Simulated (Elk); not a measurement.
# Worked example: self-consistent single point of Os (P6_3/mmc, 4 atoms in the cell) in Elk

Method of the run: PBE, all-electron FP-LAPW, Elk's shipped species files, APW+lo basis with extra local orbitals (Elk).

Input:

```
tasks
  0

xctype
  20

tforce
  .true.

rgkmax
  7.5

gmaxvr
  18.0

lmaxapw
  10

lmaxo
  8

nxlo
  2

lorbcnd
  .true.

lradstp
  2

nrmtscf
  2.0

rmtscf
  0.86

lmaxi
  4

stype
  0

swidth
  0.00367493

scale
  1.889726125

avec
    2.7545900479   -0.0000000111    0.0000000000
   -1.3772950143    2.3855449641    0.0000000000
    0.0000000000    0.0000000000    8.8629110000

sppath
  'species/'

atoms
  1   : nspecies
  'Os.in'   : spfname
  4   : natoms; atposl, bfcmt below
  0.0000000000  0.0000000000  0.0000000000    0.0 0.0 0.0
  0.0000000000  0.0000000000  0.5000000000    0.0 0.0 0.0
  0.3333333333  0.6666666667  0.2500000000    0.0 0.0 0.0
  0.6666666667  0.3333333333  0.7500000000    0.0 0.0 0.0

ngridk
  9 9 3
```

Output, abridged:

```
│ Elk code version 10.2.4 │

All units are atomic (Hartree, Bohr, etc.)

│ Ground-state run starting from atomic densities │

Lattice vectors :
   5.205420777     -0.2097595999E-07   0.000000000
  -2.602710370       4.508026641       0.000000000
   0.000000000       0.000000000       16.74847446

Unit cell volume      :    393.0226408
Brillouin zone volume :   0.6311346668

Muffin-tin inner radius fraction :   0.1000000000E-01

Nuclei treated as point charges

Species :    1 (Os)
 parameters loaded from : Os.in
 name : osmium
 nuclear charge    :   -76.00000000
 electronic charge :    76.00000000
 atomic mass :    346768.0765
 muffin-tin radius :    2.408000000
 number of radial points in muffin-tin :   1399
 atomic positions (lattice), magnetic fields (Cartesian) :
   1 :   0.00000000  0.00000000  0.00000000    0.00000000  0.00000000  0.00000000
   2 :   0.00000000  0.00000000  0.50000000    0.00000000  0.00000000  0.00000000
   3 :   0.33333333 -0.33333333  0.25000000    0.00000000  0.00000000  0.00000000
   4 :  -0.33333333  0.33333333 -0.25000000    0.00000000  0.00000000  0.00000000

Total number of atoms per unit cell :    4

Spin treatment :
 spin-unpolarised

Number of Bravais lattice symmetries :   24
Number of crystal symmetries         :   24
Crystal has inversion symmetry
Real symmetric eigensolver will be used

k-point grid :      9     9     3
k-point offset :    0.000000000       0.000000000       0.000000000
k-point set is reduced with full crystal symmetry group
Total number of k-points :       24

Muffin-tin radius times maximum |G+k| :    7.500000000
 using average radius
Maximum |G+k| for APW functions       :    3.114617940
Maximum (1/2)|G+k|²                   :    4.850422457
Maximum |G| for potential and density :    18.00000000
 potential will be trimmed for |G| > 2 gkmax
Constant for pseudocharge density :   11
Radial integration step length :    2

G-vector grid sizes :     30    30    96
Number of G-vectors :    38621

Maximum angular momentum used for
 APW functions                      :   10
 outer part of muffin-tin           :    8
 inner part of muffin-tin           :    4

Total nuclear charge    :   -304.0000000
Total core charge       :    184.0000000
Total valence charge    :    120.0000000
Total excess charge     :    0.000000000
Total electronic charge :    304.0000000

Effective Wigner radius, rₛ :   0.6758004223

Number of empty states         :   16
Total number of valence states :   76
Total number of core states    :  184

Conduction state local-orbitals added automatically
Total number of local-orbitals :  532

Exchange-correlation functional :     20     0     0
 Perdew-Burke-Ernzerhof, Phys. Rev. Lett. 77, 3865 (1996)
 gradient requirement :    1
 generalised gradient approximation (GGA)

Smearing type :    0
 Gaussian
Smearing width :   0.3674930000E-02
Effective electronic temperature (K) :    1160.451112

Mixing type :    3
 Broyden mixing, J. Phys. A: Math. Gen. 17, L317 (1984)

Kohn-Sham potential initialised from atomic data
│ Self-consistent loop started │
│ Loop number : 1 │
 total energy                :     -69134.5758005
│ Loop number : 2 │
 total energy                :     -69135.4593657
RMS change in Kohn-Sham potential (target) :   0.1303266125     (  0.1000000000E-05)
Absolute change in total energy (target)   :   0.8835652541     (  0.1000000000E-03)
│ Loop number : 3 │
 total energy                :     -69136.3182002
RMS change in Kohn-Sham potential (target) :   0.1245572347     (  0.1000000000E-05)
Absolute change in total energy (target)   :    1.079725821     (  0.1000000000E-03)
│ Loop number : 4 │
 total energy                :     -69135.9721983
RMS change in Kohn-Sham potential (target) :   0.1166763344     (  0.1000000000E-05)
Absolute change in total energy (target)   :   0.7607051681E-01 (  0.1000000000E-03)
│ Loop number : 5 │
 total energy                :     -69134.2430893
RMS change in Kohn-Sham potential (target) :   0.9462193995E-01 (  0.1000000000E-05)
Absolute change in total energy (target)   :    1.748126629     (  0.1000000000E-03)
   [... lines left out ...]
Absolute change in total energy (target)   :   0.7654365021E-02 (  0.1000000000E-03)
│ Loop number : 14 │
 total energy                :     -69128.0029979
RMS change in Kohn-Sham potential (target) :   0.3096874240E-05 (  0.1000000000E-05)
Absolute change in total energy (target)   :   0.2398258614E-02 (  0.1000000000E-03)
│ Loop number : 15 │
 total energy                :     -69128.0029471
RMS change in Kohn-Sham potential (target) :   0.7625323116E-06 (  0.1000000000E-05)
Absolute change in total energy (target)   :   0.6504516787E-03 (  0.1000000000E-03)
│ Loop number : 16 │
 total energy                :     -69128.0028402
RMS change in Kohn-Sham potential (target) :   0.1903360702E-06 (  0.1000000000E-05)
Absolute change in total energy (target)   :   0.2694501454E-03 (  0.1000000000E-03)
│ Loop number : 17 │
 total energy                :     -69128.0028353
RMS change in Kohn-Sham potential (target) :   0.8114925619E-07 (  0.1000000000E-05)
Absolute change in total energy (target)   :   0.7227661263E-04 (  0.1000000000E-03)
Convergence targets achieved

│ Loop number : 18 │

Energies :
 Fermi                       :     0.578874316481
 sum of eigenvalues          :     -42343.4786496
 electron kinetic            :      78474.6083754
 core electron kinetic       :      75476.5934210
 Coulomb                     :     -146237.865975
 Coulomb potential           :     -119032.390782
 nuclear-nuclear             :     -5702.83880953
 electron-nuclear            :     -162037.663549
 Hartree                     :      21502.6363834
 Madelung                    :     -86721.6705838
 xc potential                :     -1785.69624331
 exchange                    :     -1346.09951002
 correlation                 :     -18.6457310981
 total energy                :     -69128.0028404

Density of states at Fermi energy :    112.4357878
 (states/Hartree/unit cell)

Estimated indirect band gap :   0.2646038823E-03
 from k-point     18 to k-point     15
Estimated direct band gap   :   0.1636898730E-02
 at k-point     18

Charges :
 core                        :    184.0000000
 valence                     :    120.0000000
 interstitial                :    8.049772257
 muffin-tins (core leakage)
  species :    1 (Os)
   atom    1                 :    73.98662823     (  0.6042817873E-06)
   atom    2                 :    73.98662823     (  0.6042817873E-06)
   atom    3                 :    73.98848564     (  0.6043407268E-06)
   atom    4                 :    73.98848564     (  0.6043407268E-06)
 total in muffin-tins        :    295.9502277
 total calculated charge     :    303.9985265
 total charge                :    304.0000000
 error                       :   0.1473533018E-02

│ Self-consistent loop stopped │

Forces :
 species :    1 (Os)
  atom :    1
   Hellmann-Feynman          :     0.00000000   -0.00000000    0.00000000
   IBS                       :    -0.00000000    0.00000000    0.00000000
   total force               :     0.00000000    0.00000000    0.00000000
   total magnitude           :     0.00000000
  atom :    2
   Hellmann-Feynman          :    -0.00000000   -0.00000000    0.00000000
   IBS                       :     0.00000000    0.00000000    0.00000000
   total force               :     0.00000000    0.00000000    0.00000000
   total magnitude           :     0.00000000
  atom :    3
   Hellmann-Feynman          :    -0.00000000    0.00000000   -0.00000000
   IBS                       :     0.00000000   -0.00000000    0.00000000
   total force               :     0.00000000    0.00000000   -0.00000000
   total magnitude           :     0.00000000
  atom :    4
   Hellmann-Feynman          :    -0.00000000    0.00000000   -0.00000000
   IBS                       :     0.00000000   -0.00000000    0.00000000
   total force               :    -0.00000000   -0.00000000    0.00000000
   total magnitude           :     0.00000000
```

The run converged in 18 iterations. The count includes the last loop, which Elk runs after its targets are met.

The starting cell was generated: these elements placed on a structure prototype, without a prior relaxation; it need not be a known phase or ordering of this composition. Its lattice was rescaled by a random factor within 2.5 % of one. Spin-orbit coupling is off. Spin polarisation is off. Values depend on the basis (sphere radii, cutoffs, local orbitals), which need not be converged. The log's line on a gap gives a spacing of levels on this mesh, which the program prints for metals too.

Cost on one core of a shared machine: roughly 2 min.
